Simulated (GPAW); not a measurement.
A self-consistent single point of MgI2 (P-3m1, 3 atoms in the cell) with GPAW.

Method: PBE, GPAW PAW datasets PBE (gpaw-data 1.0.1) (plane waves; GPAW).

The change in words: lattice scaled by 0.98. Reference geometry:
```
CELL_PARAMETERS angstrom
      2.08164    -3.60551     0.00000
      2.08164     3.60551     0.00000
      0.00000     0.00000     6.88195
ATOMIC_POSITIONS crystal
  Mg 0.00000 0.00000 0.00000
  I  0.33333 0.66667 0.24200
  I  0.66667 0.33333 0.75800
```

Reference input (self-consistent single point, DFT PBE, plane waves, GPAW PAW datasets PBE (gpaw-data 1.0.1)): mode = pw; ecut = 800 eV; xc = PBE; kpts = 5 5 3; mesh shift (steps) = 0 0 0; occupations.name = fermi-dirac; occupations.width = 0.01 eV; nbands = -4; convergence.forces = 0.001 eV/Å; convergence.bands = -2; symmetry.symmorphic = false; symmetry.tolerance = 0.0005. This run's input differs from it in these lines:

```diff
@@ -5,5 +5,5 @@
 atoms = Atoms(['Mg', 'I', 'I'],
-              cell=[[2.081640, -3.605506, 0.000000],
-                    [2.081640, 3.605506, 0.000000],
-                    [0.000000, 0.000000, 6.881952]],
+              cell=[[2.040007, -3.533396, 0.000000],
+                    [2.040007, 3.533396, 0.000000],
+                    [0.000000, 0.000000, 6.744313]],
               scaled_positions=[[0.000000, 0.000000, 0.000000],
```

The program printed (abridged):

```
     iter     time        total  log10-change:
                         energy   eigst   dens  force
iter:   1 --:--:--    -7.742785   +0.39
iter:   2 --:--:--    -7.752755   -0.17  -1.36
iter:   3 --:--:--    -7.697935   -0.99  -1.39
iter:   4 --:--:--    -7.715778   -1.00  -1.63
iter:   5 --:--:--    -7.725338   -1.13  -1.79
iter:   6 --:--:--    -7.708996   -1.74  -1.95
iter:   7 --:--:--    -7.707295   -2.19  -2.25
iter:   8 --:--:--    -7.706285c  -2.62  -2.56
iter:   9 --:--:--    -7.706275c  -2.49  -3.12
iter:  10 --:--:--    -7.706265c  -2.80  -3.24
iter:  11 --:--:--    -7.706265c  -2.95  -3.94
iter:  12 --:--:--    -7.706264c  -2.73  -4.06c
iter:  13 --:--:--    -7.706261c  -2.90  -4.11c
iter:  14 --:--:--    -7.706261c  -2.87  -4.61c
iter:  15 --:--:--    -7.706261c  -2.73  -4.68c
iter:  16 --:--:--    -7.706261c  -3.00  -4.93c
   [... 34 lines left out ...]
iter:  51 --:--:--    -7.706261c  -6.99  -9.42c
iter:  52 --:--:--    -7.706261c  -7.17  -9.48c
iter:  53 --:--:--    -7.706261c  -7.10  -10.03c
iter:  54 --:--:--    -7.706261c  -7.20  -10.09c
iter:  55 --:--:--    -7.706261c  -7.51c -10.17c
iter:  56 --:--:--    -7.706261c  -7.51c -10.24c -9.16c
Converged after 56 iterations.

Dipole moment: (0.000000, 0.000000, 0.000000) |e|*Ang

Energy contributions relative to reference atoms: (reference = -392531.236221)

Kinetic:        +18.633219
Potential:      -16.136518
External:        +0.000000
XC:             -10.143043
Entropy (-ST):   -0.000000
Local:           -0.059920
SIC:             +0.000000
--------------------------
Free energy:     -7.706261
Extrapolated:    -7.706261

Showing only first 2 kpts
 Kpt  Band  Eigenvalues  Occupancy
  0    10      2.87529    2.00000
  0    11      2.97367    2.00000
  0    12      6.92737    0.00000
  0    13      7.75368    0.00000

  1    10      2.79999    2.00000
  1    11      2.80000    2.00000
  1    12      7.66812    0.00000
  1    13      7.86176    0.00000

Fermi level: 4.68548

Gap: 3.628 eV
Transition (v -> c):
   [... lines left out ...]
Direct gap: 3.954 eV
Transition at: (s=0, k=0, n=11, [0.00, 0.00, 0.00])
Energy (eV): -7.706261

Forces in eV/Ang:
  0 Mg   -0.00000    0.00000    0.00000
  1 I    -0.00000   -0.00000    0.32672
  2 I     0.00000   -0.00000   -0.32672

Stress tensor:
    -0.020564     0.000000     0.000000
     0.000000    -0.020564     0.000000
     0.000000     0.000000    -0.021337
Stress (GPa, Voigt): [-3.2946 -3.2946 -3.4186  0.      0.      0.    ]
```

The run converged in 56 iterations. GPAW prints stress with tension positive. Against the reference run the free energy goes up by 27.3 meV/atom, the pressure goes from 1.10 to 3.34 GPa, the largest force goes from 0.012 to 0.327 eV/Å and the gap on the mesh goes from 3.582 to 3.628 eV.

The starting cell has typed, rounded lattice constants, without a prior relaxation at this level. Its lattice was rescaled by a random factor within 2.5 % of one. For this run, on top of that: lattice scaled by 0.98. Spin-orbit coupling is off. With a pressure of about 3 GPa the cell is away from its equilibrium volume at this level.

Cost on one core of a shared machine: roughly 50 s.
